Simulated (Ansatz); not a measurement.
Functionals compared on the (21-30) surface of hcp Re in its 1x1 cell, outermost plane spacing 0.30 Å in the ideal cut, in Ansatz (plane waves, PAW). The structure was relaxed with PBE; the other rows are single points on it, each with its references at the same level. Cutoff 420 eV (500 eV for r2SCAN).

Model: 24-atom slab, 10.3 Å thick at the start (thin: gaps and levels are the slab's own), 9x5x1 mesh, Fermi-Dirac 0.1 eV, dipole correction, all atoms relaxed; start symmetry kept, larger cells not searched; no spin, no spin-orbit, no U. These notes are the PBE run's.

```tsv
functional	surface energy (J/m²)	work function of the top face (eV)	rough cost of the single point
PBE	3.15	4.53	–
LDA	3.66	4.82	very roughly 7 core-minutes
PBEsol	3.55	4.63	around 8 core-minutes (rough)
RPBE	2.94	4.39	around 7 core-minutes (rough)
r2SCAN	3.33	4.57	about 12 core-minutes (a rough figure)
```

Ansatz is a first-principles code.
